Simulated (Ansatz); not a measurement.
## Step by step: formation energy of BiWN3 (R3c) from the elements

Subject: the formation energy of BiWN3 (R3c) from the elements. Reaction: Bi (R-3m) + W (bcc) + 3/2 N2 (gas) → BiWN3 (R3c). A negative value means that the right-hand side lies lower. The value is per atom of the solid.

BiWN3 (R3c), 10 atoms in the cell; this is a cell from a database of computed structures that this text hasn't matched to a measured one; spin state with PBE: run without spin. Conventional cell: a = 5.683 Å, b = 5.683 Å, c = 14.354 Å, α = 90.00°, β = 90.00°, γ = 120.00°.

Setting: static, neutral cells in Ansatz (PAW) whose structures rest at the PBE level. Ansatz (a first-principles code) runs with its default PAW set. A dispersion term (D3(BJ), or D4 for r2SCAN) was computed beside these levels and is taken off wherever the name lacks it. Spin-orbit coupling is left out. The d electrons get no Hubbard U.

Total energies of the cells in eV, at zero smearing width. They compare only within one column; the weights balance every element.

```
cell         atoms  weight           PBE
-----------  -----  ------  ------------
BiWN3 (R3c)     10      +1  -47865.39212
Bi (R-3m)        2      −1  -24793.09826
W (bcc)          1      −2  -10384.82305
N2 (gas)         2      −3    -768.02626
```

PBE: (-47865.39212) − (-24793.09826) − 2 × (-10384.82305) − 3 × (-768.02626) = 1.431 eV; dividing by 10 atoms gives 0.14 eV/atom.

What follows from the PBE value: A formula unit of BiWN3 has 5 atoms, so it forms with 0.1431 × 5 = 0.716 eV, or 69.1 kJ/mol at 96.485 kJ/mol per eV.
